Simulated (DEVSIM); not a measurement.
Structure: Ti/SiO2/p-GaSb capacitor, at 300 K.

Layer 1 from the left is SiO2, thickness (nm) 8.40. Layer 2 from the left is GaSb, thickness (nm) 7600, Na (cm⁻³) 6.2e15.

Metal gate on the left, work function 4.33 eV. Fixed charge at the semiconductor interface 0 cm⁻² (in units of +e); no interface traps.

The device is made up for the run: typed textbook-type constants, with dimensions and the other settings drawn at random. Values at 300 K.

SiO2: gap (eV) 9, affinity (eV) 0.9, permittivity 3.9. GaSb: gap (eV) 0.726, affinity (eV) 4.06, permittivity 15.7, Nc (cm⁻³) 2.1e17, Nv (cm⁻³) 1.8e19.

Problem. Estimate by hand the flat-band voltage, the threshold voltage, and compare with a numerical solution.

Solution. 
- Flat-band voltage: C = 0.411 μF/cm², work-function difference -0.250 V; VFB = φms − qNf/C = -0.25 V; numerical -0.25 V.
- Threshold voltage: φF = 0.214 V, depletion charge √(4εqNφF) = 3.44e-8 C/cm²; VT = VFB + 2φF + Qd/C = 0.26 V; numerical 0.26 V.

DEVSIM, 1D Poisson equation in equilibrium, Boltzmann statistics, complete ionisation; no quantum confinement or tunnelling. Metal contacts follow the ideal Schottky-Mott rule: no Fermi-level pinning, no interface dipoles.
